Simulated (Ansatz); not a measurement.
InF3 (R-3c, No. 167; cell taken from a computed entry), treated with r²SCAN-D4 in Ansatz (PAW).

Numerical settings: plane-wave cutoff 500 eV, 10×10×10 k mesh, gaussian smearing 0.02 eV, scalar-relativistic PAW data made under PBE.

Computed at the level's own relaxed cell.

Problem. Predict the volume per atom, equilibrium lattice constant a, lattice parameter c and band gap.

Solution. 
volume per atom: 14.36 Å³/atom
equilibrium lattice constant a: 5.209 Å
lattice parameter c: 14.668 Å
band gap: 5.15 eV (on the SCF k mesh)

Note: the relaxation could not lower the start's symmetry, so the cell can be a saddle point above a distorted one.

Spin–orbit coupling is not included.

Computed values are for the static lattice.

The result took very roughly 4 core-minutes.

Ansatz is a first-principles code.
